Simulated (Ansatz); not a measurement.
Consider interstitial O in wurtzite GaN, neutral cell. Method: PBE, PAW (plane waves to 420 eV; Ansatz, a quantum-chemistry and plane-wave program).

72-site cell at the relaxed PBE lattice, a 2×2×2 k-point mesh shifted by half a step along c, smearing 0.01 eV, spin-restricted, no finite-size correction. Energies are static. The charge state is imposed; whether it is stable for some Fermi level was not computed. Sites that were not tried may lie lower.

Barriers: single points on a 3×3×3 k-point mesh shifted by half a step along c at the bands' geometries.

Relaxed starting cell (atoms counted from 1):

```
Ga36N36O
1.0
    9.65543     0.00000     0.00000
   -4.82771     8.36185     0.00000
    0.00000     0.00000    10.48619
Ga N O
36 36 1
Direct
  0.22131   0.11275   0.20463
  0.22234   0.11166   0.74611
  0.22105   0.44145   0.24898
  0.22399   0.44874   0.74950
  0.22313   0.77785   0.24892
  0.22418   0.77619   0.75138
  0.55616   0.11086   0.24894
  0.55778   0.10981   0.75137
  0.55465   0.44260   0.24943
  0.55765   0.44695   0.75079
  0.55670   0.77733   0.25021
  0.55643   0.77758   0.74941
  0.89256   0.11296   0.24902
  0.88525   0.11001   0.74950
  0.88935   0.44466   0.24974
  0.88914   0.44485   0.74966
  0.89147   0.77941   0.24945
  0.88705   0.77634   0.75080
  0.10448   0.22949   0.50772
  0.10804   0.22596   0.98747
  0.11136   0.55630   0.49904
  0.11147   0.55557   0.00093
  0.10815   0.87681   0.50873
  0.10975   0.88465   0.99234
  0.45707   0.22584   0.50866
  0.44937   0.22428   0.99234
  0.44428   0.55475   0.49910
  0.44500   0.55609   0.00047
  0.44546   0.88852   0.49914
  0.44575   0.88826   0.00067
  0.77763   0.22263   0.49906
  0.77844   0.22254   0.00092
  0.77803   0.55597   0.49891
  0.77835   0.55568   0.00124
  0.77926   0.88973   0.49909
  0.77794   0.88902   0.00049
  0.23002   0.10383   0.48891
  0.22257   0.11145   0.93726
  0.22207   0.44669   0.43869
  0.22508   0.44962   0.93565
  0.22333   0.77662   0.43723
  0.22462   0.77658   0.93820
  0.55732   0.11066   0.43723
  0.55742   0.10940   0.93821
  0.55511   0.44248   0.43804
  0.55755   0.44730   0.93799
  0.55683   0.77717   0.43801
  0.55642   0.77760   0.93816
  0.88723   0.11195   0.43873
  0.88439   0.10893   0.93565
  0.88902   0.44497   0.43796
  0.88931   0.44470   0.93832
  0.89154   0.77889   0.43806
  0.88671   0.77647   0.93798
  0.10601   0.22800   0.17115
  0.10865   0.22535   0.69513
  0.11160   0.55580   0.18870
  0.11079   0.55623   0.68711
  0.11044   0.88416   0.18079
  0.10995   0.88412   0.69576
  0.44985   0.22359   0.18084
  0.44987   0.22406   0.69572
  0.44439   0.55471   0.18879
  0.44538   0.55575   0.68720
  0.44556   0.88846   0.18868
  0.44536   0.88862   0.68757
  0.77821   0.22241   0.18870
  0.77775   0.22321   0.68713
  0.77803   0.55601   0.18922
  0.77818   0.55581   0.68722
  0.77933   0.88963   0.18881
  0.77825   0.88862   0.68719
  0.18459   0.14855   0.36933
```

End state 1 differs by these moves (Å; atoms that move under 0.08 Å are left out):

```
atom  element     Δx     Δy     Δz
----  -------  -----  -----  -----
37          N  -0.11   0.19   0.00
55          N   0.05  -0.02   0.10
59          N  -0.01  -0.05  -0.10
73          O   0.54  -0.94   0.00
```

Question: Estimate the forward and backward barriers to end state 1 that PBE, PAW returns for this input.

Answer: forward 0.18 eV, backward 0.18 eV; at the saddle point atom 73 has neighbours Ga at 1.82; N at 1.47 Å. The saddle point's order was not checked, and it lies on a symmetry element of the cell, where a band can be held.
